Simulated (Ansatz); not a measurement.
Consider ZrS₂ in the CdI2 type structure (space group P-3m1, No. 164; layered, stacked along the Cartesian z axis).

```yaml
crystal:
  lattice:
    - [3.57808, 0.00000, 0.00000]
    - [-1.78904, 3.09871, 0.00000]
    - [0.00000, 0.00000, 5.54013]
  atoms:
    - { symbol: Zr, position: [0.00000, 0.00000, 0.00000] }
    - { symbol: S, position: [0.33333, 0.66667, 0.26473] }
    - { symbol: S, position: [0.66667, 0.33333, 0.73527] }
```

Cartesian axes are those of the cell as printed.

Calculations: PBEsol-D3(BJ) (Ansatz, a program for electronic structure; PAW; 420 eV plane waves; no spin-orbit coupling).

Base values:

```
Property                              Result
---------------------  ---------------------
Band gap                             0.29 eV
Valence-band top at Γ  0.00, -0.35, -0.35 eV
Pressure                            0.00 GPa
```

Now apply this change: the cell is stretched by 2.50 % along x with no lateral relaxation, atoms relaxed at fixed cell.

**Question.** Estimate the effect on the band gap.

**Answer.** The band gap increases by 0.093 eV, from 0.29 eV to 0.39 eV.

**Question.** What happens to the valence-band top at Γ?

**Answer.** The valence-band top at Γ (three highest levels, from the VBM) changes from 0.00, -0.35, -0.35 eV to 0.00, -0.34, -0.49 eV.

**Question.** Estimate the effect on the pressure.

**Answer.** The pressure (mean of the normal stresses, compression positive) goes from zero to -1.45 GPa.

The cells carry an imposed strain or load. Stability against distortions was not tested. A zero or small gap of ZrS2 can be the functional's error rather than a property of the material.
